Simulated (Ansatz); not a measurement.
We consider Bi2Te3 (model structure, started from the A-La2O3 type, P-3m1, No. 164, 5 atoms in the cell), described by LDA (Ansatz, a quantum-chemistry and plane-wave program, PAW).

Numerical settings: plane-wave cutoff 520 eV, 12×12×4 k mesh (along the axes of the cell as run), Fermi–Dirac smearing 0.01 eV, scalar-relativistic PAW data made under PBE.

Cell (relaxed with PBEsol):

```
CELL_PARAMETERS angstrom
      4.35073     0.00000     0.00000
     -2.17537     3.76785     0.00000
      0.00000     0.00000    10.55320
ATOMIC_POSITIONS crystal
  Bi 0.33333 0.66667 0.19207
  Bi 0.66667 0.33333 0.80793
  Te 0.00000 0.00000 0.00000
  Te 0.33333 0.66667 0.64394
  Te 0.66667 0.33333 0.35606
```

Problem. Estimate the band gap that the calculation returns.

Solution. 
- band gap = 0.42 eV

Note: the relaxation could raise the start's symmetry but not lower it, so the cell can be a saddle point; cell and atoms aren't relaxed at this level (largest force component 0.10 eV/Å, pressure -1.2 GPa).

Spin–orbit coupling is not included; with these elements it can move the gap by several tenths of an eV or more.

It cost very roughly 120 core-seconds of CPU time.

A model structure was made by putting elements into a prototype or built by hand; it is no filed structure, need not be a known phase, and can be a saddle point held by its symmetry.
